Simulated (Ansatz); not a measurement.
## How the band gap of ZnO (model structure, started from the BN type, Pm-3n, No. 223, 12 atoms in the cell) moves with the method

No measured value is used here.

```json
[
 {"level (code)": "LDA (Ansatz)", "value (eV)": "1.01 (direct)", "cell (Å³/atom)": "13.91"},
 {"level (code)": "PBEsol (Ansatz)", "value (eV)": "1.02 (direct)", "cell (Å³/atom)": "14.46"},
 {"level (code)": "r²SCAN (Ansatz)", "value (eV)": "(withheld)", "cell (Å³/atom)": "14.48"},
 {"level (code)": "r²SCAN+rVV10 (Ansatz)", "value (eV)": "1.28 (direct)", "cell (Å³/atom)": "14.37"},
 {"level (code)": "HSE06 (Ansatz)", "value (eV)": "2.70 (direct)", "cell (Å³/atom)": "14.46"}
]
```

Some entries are withheld; supply them.


- r²SCAN (Ansatz, an electronic-structure program), value (eV): 1.38 (direct)

Computed values are for a static lattice.  Values are at the level's own equilibrium cell; HSE06 at the PBEsol cell. Cutoffs and k meshes differ between the levels. Ansatz's density-functional and Hartree–Fock values are scalar-relativistic unless marked +SOC, with PAW data made under PBE.

A model structure was made by putting elements into a prototype or built by hand; it is no filed structure, need not be a known phase, and can be a saddle point held by its symmetry.
